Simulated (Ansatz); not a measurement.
## Mo: stress against strain

Mo (bcc, Im-3m, 15.062 Å³/atom at rest) under an equal strain ε in the (001) plane with the normal axis free, as in a coherent film. LDA in Ansatz, a plane-wave DFT program (PAW, default set), 420 eV, 30×30×30 Γ-centred mesh, Fermi-Dirac smearing 0.10 eV; ions are relaxed within the symmetry of each cell. Stress is positive for a compressed cell.

Here s stands for strain and y for stress xx.

| strain (%) | stress xx (GPa) |
|---|---|
| -1.50 | 8.90 |
| -1.00 | 5.86 |
| -0.50 | 2.89 |
| 0.00 | 0.00 |
| 0.50 | -2.80 |
| 1.00 | -5.49 |
| 1.50 | -8.07 |
| 3.00 | ? |

Taking a straight line for y over the 7 complete rows: Means: s 0, y 0.184. About the means, the sum of products is -39.650 and the sum of squares of s is 7.0000; the slope is their ratio. Least squares gives y = 0.184 - 5.6643·s. Residuals (row less fit): 0.220, 0.012, -0.126, -0.184, -0.152, -0.010, 0.242; standard error 0.190 (degrees of freedom: 5). The slope gives the biaxial elastic modulus of this plane = 566 ± 7 GPa.

Predict the withheld y at s = 3.00 from the fit, and compare with the calculation.

y = 0.184 - 5.6643 × 3.0 = -16.809 GPa. The calculation gives -15.15 GPa, 1.659 GPa above the prediction (6.9 % of the range of y in the table). The row lies outside the fitted rows, so this is an extrapolation. From the scatter of the fitted rows alone, a prediction at this place has a standard error of 0.296 GPa, so the miss is 5.6 times that.

One order more, fitted to all 13 runs of the series, follows each within 0.12, so the miss is the next term of a smooth law. In a metal these values are sensitive to mesh and smearing; energies are taken to zero smearing, stresses follow the free energy. Rows are the converged runs of the series near zero and its far end; series whose fitted rows scatter by over a few per cent of the range, as at a crossing or softening among them, aren't shown in this form. Most that stay on the fit to the last digits aren't either.
